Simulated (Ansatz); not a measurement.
Base system: KMgF$_{3}$ in the cubic perovskite structure (space group Pm-3m, No. 221).

```
CELL_PARAMETERS angstrom
      3.99133     0.00000     0.00000
      0.00000     3.99133     0.00000
      0.00000     0.00000     3.99133
ATOMIC_POSITIONS crystal
  K  0.00000 0.00000 0.00000
  Mg 0.50000 0.50000 0.50000
  F  0.50000 0.00000 0.50000
  F  0.00000 0.50000 0.50000
  F  0.50000 0.50000 0.00000
```

Cartesian axes are those of the cell as printed.

All numbers come from Ansatz (an electronic-structure program) PBEsol, no spin-orbit coupling.

Strains are applied to the cell and any free atomic positions relax; under biaxial strain the out-of-plane vector relaxes too.

One change was made to it. Results:

The energy increases by 12 meV/atom; the band gap grows by 0.27 eV, from 7.12 eV to 7.39 eV.

Q: Which change produced these results?
A. biaxial strain −1.20 %, plane normal [001], relaxed out of plane
B. biaxial strain −2.40 %, plane normal [001], relaxed out of plane
C. biaxial strain −1.80 %, plane normal [001], relaxed out of plane
D. biaxial strain −3.00 %, plane normal [001], relaxed out of plane

A: D, biaxial strain −3.00 %, plane normal [001], relaxed out of plane. For comparison, the band gap in the other runs: biaxial strain −1.20 %, plane normal [001], relaxed out of plane gives 7.23 eV; biaxial strain −1.80 %, plane normal [001], relaxed out of plane gives 7.28 eV; biaxial strain −2.40 %, plane normal [001], relaxed out of plane gives 7.34 eV.

Stability against distortions was not tested.
